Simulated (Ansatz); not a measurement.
Reference: monolayer WSe2, r2SCAN, rigid bands (plane waves, PAW, scalar-relativistic; Ansatz, a program for electronic structure); geometry: cell and atoms relaxed with r2SCAN.

```cif
data_Se2W
_chemical_formula_sum 'W1 Se2'
_space_group_name_H-M_alt 'P 1'
_space_group_IT_number 1
_cell_length_a 3.31439
_cell_length_b 3.31439
_cell_length_c 19.20147
_cell_angle_alpha 90.000
_cell_angle_beta 90.000
_cell_angle_gamma 120.000
loop_
_space_group_symop_operation_xyz
  'x, y, z'
loop_
_atom_site_label
_atom_site_type_symbol
_atom_site_fract_x
_atom_site_fract_y
_atom_site_fract_z
_atom_site_occupancy
W1 W 0.66667 0.33333 0.50000 1
Se1 Se 0.33333 0.66667 0.41350 1
Se2 Se 0.33333 0.66667 0.58650 1
```

| Item | Result |
|---|---|
| band gap | 1.64 eV |
| electron conductivity mass | 0.35 mₑ |

### Question
Swap Se for S, keeping the structure type. How do these values move?

### Answer
band gap rises (1.64 eV to 1.90 eV); electron conductivity mass falls (0.35 mₑ to 0.31 mₑ).

Moves up to 5 % count as about the same. Masses are for dilute carriers at 300 K, harmonic means over directions unless an axis is named. Spin-orbit coupling is left out.

The missing spin-orbit coupling matters most for monolayer WS2, monolayer WSe2.
